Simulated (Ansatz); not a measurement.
The Bader charge of O in a series of structures.

Cell A: a supercell of 64 sites of Al (fcc, Fm-3m) with one empty Al site amid 12 Al; O off the lattice sites (4 Al at 2.01 Å); the closest two of these centres are 1.5 Å apart; spin state with PBE: run without spin, k-point mesh 4×4×4.
```
CELL_PARAMETERS angstrom
     11.42999     0.00000     0.00000
      5.71499     9.89866     0.00000
      5.71499     3.29955     9.33255
ATOMIC_POSITIONS crystal
  Al 0.99916 0.00084 0.00084
  Al 0.99982 0.00018 0.25098
  Al 0.99983 0.00017 0.49942
  Al 0.99585 0.00415 0.75093
  Al 0.99982 0.25098 0.00018
  Al 0.00008 0.25016 0.25016
  Al 0.00344 0.24759 0.49920
  Al 0.99925 0.25144 0.75007
  Al 0.99983 0.49942 0.00017
  Al 0.00344 0.49920 0.24759
  Al 0.00022 0.49978 0.49978
  Al 0.99924 0.50061 0.75014
  Al 0.99585 0.75093 0.00415
  Al 0.99925 0.75007 0.25144
  Al 0.99924 0.75014 0.50061
  Al 0.00687 0.74742 0.74742
  Al 0.24993 0.00075 0.00075
  Al 0.24986 0.00076 0.24999
  Al 0.25258 0.99313 0.50171
  Al 0.24907 0.00415 0.75093
  Al 0.24986 0.24999 0.00076
  Al 0.25011 0.24989 0.24989
  Al 0.24977 0.24759 0.49920
  Al 0.25135 0.25087 0.74865
  Al 0.25258 0.50171 0.99313
  Al 0.24977 0.49920 0.24759
  Al 0.24919 0.49640 0.49640
  Al 0.25739 0.49854 0.74261
  Al 0.24907 0.75093 0.00415
  Al 0.25135 0.74865 0.25087
  Al 0.25739 0.74261 0.49854
  Al 0.23857 0.76143 0.76143
  Al 0.50022 0.99978 0.99978
  Al 0.49939 0.00076 0.24999
  Al 0.50058 0.00017 0.49942
  Al 0.50080 0.99656 0.75023
  Al 0.49939 0.24999 0.00076
  Al 0.49960 0.25016 0.25016
  Al 0.50017 0.25329 0.49983
  Al 0.50360 0.24198 0.75081
  Al 0.50058 0.49942 0.00017
  Al 0.50017 0.49983 0.25329
  Al 0.50146 0.49854 0.74261
  Al 0.50080 0.75023 0.99656
  Al 0.50360 0.75081 0.24198
  Al 0.50146 0.74261 0.49854
  Al 0.49829 0.74742 0.74742
  Al 0.74856 0.00075 0.00075
  Al 0.74902 0.00018 0.25098
  Al 0.74984 0.99992 0.50040
  Al 0.75241 0.99656 0.75023
  Al 0.74902 0.25098 0.00018
  Al 0.75033 0.24967 0.24967
  Al 0.74671 0.25329 0.49983
  Al 0.74913 0.25087 0.74865
  Al 0.74984 0.50040 0.99992
  Al 0.74671 0.49983 0.25329
  Al 0.75802 0.49640 0.49640
  Al 0.75001 0.50061 0.75014
  Al 0.75241 0.75023 0.99656
  Al 0.74913 0.74865 0.25087
  Al 0.75001 0.75014 0.50061
  Al 0.75011 0.74989 0.74989
  O  0.40461 0.59539 0.59539
```

Cell B: a supercell of 64 sites of Al (fcc, Fm-3m) with one empty Al site amid 12 Al; two times O off the lattice sites (4 Al at 2.00 Å); the closest two of these centres are 1.6 Å apart, the farthest 3.1 Å; spin state with PBE: run without spin, k-point mesh 4×4×4.
```xyz
65
Lattice="11.4300 0.0000 0.0000 5.7150 9.8987 0.0000 5.7150 3.2996 9.3325" Properties=species:S:1:pos:R:3 pbc="T T T"
Al     0.0000     0.0000     0.0000
Al     1.4528     0.7832     2.3332
Al     2.8575     1.6498     4.6663
Al     4.2621     2.5163     6.9994
Al     1.4528     2.4608    -0.0393
Al     2.8018     3.3356     2.3586
Al    15.7388     4.1002     4.6568
Al     5.7150     4.9584     6.9866
Al     2.8575     4.9493     0.0000
Al     4.3088     5.7572     2.3134
Al     5.7150     6.5991     4.6663
Al     7.1212     7.4410     7.0191
Al     4.2621     7.4378     0.0393
Al     5.7150     8.2398     2.3460
Al    18.5512     9.0980     4.6757
Al     8.6282     9.8627     6.9740
Al     2.8732     0.0000     0.0000
Al     4.2800     0.8586     2.3293
Al    11.4300    11.4803     4.6863
Al     7.1678     2.5163     6.9994
Al     4.2800     2.4823     0.0330
Al     5.7150     3.2996     2.3331
Al     7.1212     4.1002     4.6568
Al     8.6014     4.9660     6.9758
Al     5.7150     4.9455    -0.0710
Al     7.1212     5.7572     2.3134
Al     8.4533     6.5991     4.6663
Al    10.0372     7.3815     6.9253
Al     7.1678     7.4378     0.0393
Al     8.6014     8.2322     2.3567
Al    10.0372     8.9898     4.6509
Al    11.4300    10.0531     7.1086
Al     5.7150     0.0000     0.0000
Al     7.1500     0.8586     2.3293
Al     8.5725     1.6498     4.6663
Al     9.9950     2.4410     7.0032
Al     7.1500     2.4823     0.0330
Al     8.6282     3.3356     2.3586
Al    10.0372     4.2085     4.6816
Al    11.4300     4.8805     7.0968
Al     8.5725     4.9493     0.0000
Al    10.0372     5.8167     2.4072
Al    12.8228     7.3815     6.9253
Al     9.9950     7.4164    -0.0330
Al    11.4300     8.3177     2.2358
Al    12.8228     8.9898     4.6509
Al    14.2318     9.8627     6.9740
Al     8.5568     0.0000     0.0000
Al    15.6921    10.6819     2.3332
Al    17.1450    11.6166     4.6462
Al    12.8650     2.4410     7.0032
Al     9.9771     2.4608    -0.0393
Al    11.4300     3.1451     2.2239
Al    12.8228     4.2085     4.6816
Al    14.2586     4.9660     6.9758
Al    11.4300     4.9532     0.0710
Al    12.8228     5.8167     2.4072
Al    14.4067     6.5991     4.6663
Al    15.7388     7.4410     7.0191
Al    12.8650     7.4164    -0.0330
Al    14.2586     8.2322     2.3567
Al    15.7388     9.0980     4.6757
Al    17.1450     9.8987     6.9994
O     11.4300     7.8810     5.5727
O     11.4300     5.3173     3.7599
```

Cell C: a supercell of 64 sites of Al (fcc, Fm-3m) with one empty Al site amid 12 Al; four times O off the lattice sites (5 Al at 1.98–2.15 Å); the closest two of these centres are 2.0 Å apart, the farthest 4.1 Å; spin state with PBE: run without spin, k-point mesh 4×4×4.
```yaml
crystal:
  lattice:
    - [11.42999, 0.00000, 0.00000]
    - [5.71499, 9.89866, 0.00000]
    - [5.71499, 3.29955, 9.33255]
  atoms:
    - { symbol: Al, position: [0.00000, 0.00000, 0.00000] }
    - { symbol: Al, position: [0.00000, 0.00000, 0.25176] }
    - { symbol: Al, position: [0.00000, 0.00000, 0.50000] }
    - { symbol: Al, position: [0.00000, 0.00000, 0.74824] }
    - { symbol: Al, position: [0.99996, 0.25004, 0.00004] }
    - { symbol: Al, position: [0.99883, 0.25075, 0.25091] }
    - { symbol: Al, position: [0.99883, 0.25075, 0.49951] }
    - { symbol: Al, position: [0.99996, 0.25004, 0.74996] }
    - { symbol: Al, position: [0.00000, 0.50000, 0.00000] }
    - { symbol: Al, position: [0.00714, 0.50089, 0.24598] }
    - { symbol: Al, position: [0.00000, 0.50000, 0.50000] }
    - { symbol: Al, position: [0.99286, 0.49911, 0.75402] }
    - { symbol: Al, position: [0.00004, 0.74996, 0.99996] }
    - { symbol: Al, position: [0.00004, 0.74996, 0.25004] }
    - { symbol: Al, position: [0.00117, 0.74925, 0.50049] }
    - { symbol: Al, position: [0.00117, 0.74925, 0.74909] }
    - { symbol: Al, position: [0.25004, 0.99996, 0.00004] }
    - { symbol: Al, position: [0.25075, 0.99883, 0.25091] }
    - { symbol: Al, position: [0.25075, 0.99883, 0.49951] }
    - { symbol: Al, position: [0.25004, 0.99996, 0.74996] }
    - { symbol: Al, position: [0.24598, 0.24598, 0.00714] }
    - { symbol: Al, position: [0.25000, 0.25000, 0.25000] }
    - { symbol: Al, position: [0.24598, 0.24598, 0.50089] }
    - { symbol: Al, position: [0.24599, 0.24599, 0.75401] }
    - { symbol: Al, position: [0.25091, 0.49951, 0.99883] }
    - { symbol: Al, position: [0.25091, 0.49951, 0.25075] }
    - { symbol: Al, position: [0.24261, 0.49128, 0.50872] }
    - { symbol: Al, position: [0.24261, 0.49128, 0.75739] }
    - { symbol: Al, position: [0.25176, 0.74824, 0.00000] }
    - { symbol: Al, position: [0.24590, 0.75410, 0.24590] }
    - { symbol: Al, position: [0.25554, 0.74446, 0.50000] }
    - { symbol: Al, position: [0.24590, 0.75410, 0.75410] }
    - { symbol: Al, position: [0.50000, 0.00000, 0.00000] }
    - { symbol: Al, position: [0.50089, 0.00714, 0.24598] }
    - { symbol: Al, position: [0.50000, 0.00000, 0.50000] }
    - { symbol: Al, position: [0.49911, 0.99286, 0.75402] }
    - { symbol: Al, position: [0.49951, 0.25091, 0.99883] }
    - { symbol: Al, position: [0.49951, 0.25091, 0.25075] }
    - { symbol: Al, position: [0.49128, 0.24261, 0.50872] }
    - { symbol: Al, position: [0.49128, 0.24261, 0.75739] }
    - { symbol: Al, position: [0.50000, 0.50000, 0.00000] }
    - { symbol: Al, position: [0.50000, 0.50000, 0.25554] }
    - { symbol: Al, position: [0.50000, 0.50000, 0.74446] }
    - { symbol: Al, position: [0.50049, 0.74909, 0.00117] }
    - { symbol: Al, position: [0.50872, 0.75739, 0.24261] }
    - { symbol: Al, position: [0.50872, 0.75739, 0.49128] }
    - { symbol: Al, position: [0.50049, 0.74909, 0.74925] }
    - { symbol: Al, position: [0.74996, 0.00004, 0.99996] }
    - { symbol: Al, position: [0.74996, 0.00004, 0.25004] }
    - { symbol: Al, position: [0.74925, 0.00117, 0.50049] }
    - { symbol: Al, position: [0.74925, 0.00117, 0.74909] }
    - { symbol: Al, position: [0.74824, 0.25176, 0.00000] }
    - { symbol: Al, position: [0.75410, 0.24590, 0.24590] }
    - { symbol: Al, position: [0.74446, 0.25554, 0.50000] }
    - { symbol: Al, position: [0.75410, 0.24590, 0.75410] }
    - { symbol: Al, position: [0.74909, 0.50049, 0.00117] }
    - { symbol: Al, position: [0.75739, 0.50872, 0.24261] }
    - { symbol: Al, position: [0.75739, 0.50872, 0.49128] }
    - { symbol: Al, position: [0.74909, 0.50049, 0.74925] }
    - { symbol: Al, position: [0.75402, 0.75402, 0.99286] }
    - { symbol: Al, position: [0.75401, 0.75401, 0.24599] }
    - { symbol: Al, position: [0.75402, 0.75402, 0.49911] }
    - { symbol: Al, position: [0.75000, 0.75000, 0.75000] }
    - { symbol: O, position: [0.37351, 0.62649, 0.62649] }
    - { symbol: O, position: [0.62649, 0.37351, 0.37351] }
    - { symbol: O, position: [0.62649, 0.37351, 0.62649] }
    - { symbol: O, position: [0.37351, 0.62649, 0.37351] }
```

Computed with Ansatz (plane waves, PAW), its default PAW set, cutoff 420 eV. The structures are at rest with PBE, within the held lattices. Neutral cells; Fermi-Dirac smearing of at most 0.10 eV in the solids, energies taken to zero width. Larger cells are relaxed from a start prepared with the learned potential CHGNet, on a coarser mesh till forces fall under 0.03 eV/Å, which some starts already meet. The structures are the rest points that the relaxations reached, not proven lowest. No correction for cell size. A dispersion term ran beside these levels; it doesn't touch the electrons. Electrons of density maxima off the nuclei are shared among the atoms. Mean over the atoms, with the range where they differ; positive means electrons lost.

Q: Give the Bader charge of O (e) at the level PBE, cell by cell.

A: 
```tsv
cell	PBE
A	-1.89
B	-1.90
C	-1.95
```

With PBE the value is lowest for C and highest for A.

Ansatz is a quantum-chemistry and plane-wave program.
